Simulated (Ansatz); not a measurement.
An Ansatz (a first-principles code) run: NiSi2; PBE in Ansatz (plane waves to 420 eV, PAW, scalar-relativistic without spin-orbit coupling).

Input:

Ansatz 0.2 input:
```yaml
crystal:
  lattice:
    - [0, 2.7222507899, 2.7222507899]
    - [2.7222507899, 0, 2.7222507899]
    - [2.7222507899, 2.7222507899, 0]
  atoms:
    - { symbol: Ni, position: [0, 0, 0] }
    - { symbol: Si, position: [0.25, 0.25, 0.25] }
    - { symbol: Si, position: [0.75, 0.75, 0.75] }
basis: { ecutwfc: 420, ecutrho_ratio: 4, xc_grid: 2, fft_grid_basis: typed }
kpoints: { mp_grid: { grid: [15, 15, 15] } }
hamiltonian:
  xc: pbe
  dispersion: none
  pseudopotentials: { kind: paw }
scf: { occupations: { method: fermi_dirac, width: 0.05 }, convergence: { dr2_threshold: 0.0000000003 } }
output: { forces: true, stress: true }
```

Output (explanatory and most iteration lines left out):

```
Pseudopotential: Ni, paw, valence charge 18
Pseudopotential: Si, paw, valence charge 4
Crystal: 3 atoms, lattice volume = 40.347 Å³
Basis set: ecut = 420 eV, 749 PW (Γ), exchange–correlation on 54×54×54 points (8 copies of the dense FFT grid, shifted against one another)
Bands: 17, of which v1, the nominal top of the filled ones, is band 13 counted from 1 (12 counted from 0)
Symmetry: 48 space group operations
Space group: Fm-3m (ITA 225), of the structure as read, at distance tolerance 3.4e-5 Å
k-points: 120 of 3375
Functional: x = pbe(κ = 0.804, μ = 0.2195149727645171), c = pbe(β = 0.06672455060314922)
SCF iter   1: F=—  HF=-7112.411035 eV  |F-HF|=—  |Δ(HF+E_count)|=         —  Δρ=1.08e-2  dr2=3.37e-2  ethr=1.77e-3  ⟨swp⟩=5.3  Hψ=10510  notcnv=0
SCF iter   2: F=—  HF=-7112.408425 eV  |F-HF|=—  |Δ(HF+E_count)|=   2.61e-3  Δρ=3.29e-3  dr2=4.02e-3  ethr=1.30e-4  ⟨swp⟩=2.0  Hψ=3429  notcnv=0
SCF 1 converged in 8 iterations: F = -7112.408054 eV  dr2 = 1.06e-10
SCF converged after 8 iterations
Free energy (F): -7112.408054 eV
Internal energy: -7112.401518 eV  (E = F + TS)
E sigma→0 (E₀):  -7112.404786 eV
Entropy (-TS):   -0.006536 eV (-2.179 meV/atom)
Fermi energy:    12.889404 eV
--- Forces (eV/Å), atoms counted from 1 ---
  atom   1  Ni    -0.00000000    -0.00000000    -0.00000000
  atom   2  Si     0.00000000    -0.00000000    -0.00000000
  atom   3  Si    -0.00000000     0.00000000    -0.00000000
--- Stress (GPa, compression-positive) ---
        0.001645      -0.000000      -0.000000
        0.000000       0.001645       0.000000
        0.000000       0.000000       0.001645
  P = ⅓ Tr σ = 0.0016 GPa (0.016 kbar)
```

Whether these cells are dynamically stable was not tested. Seeded moments were not kept for the base. The final runs are not spin-polarised. The cell is NiSi2 (space group Fm-3m, No. 225; non-magnetic).
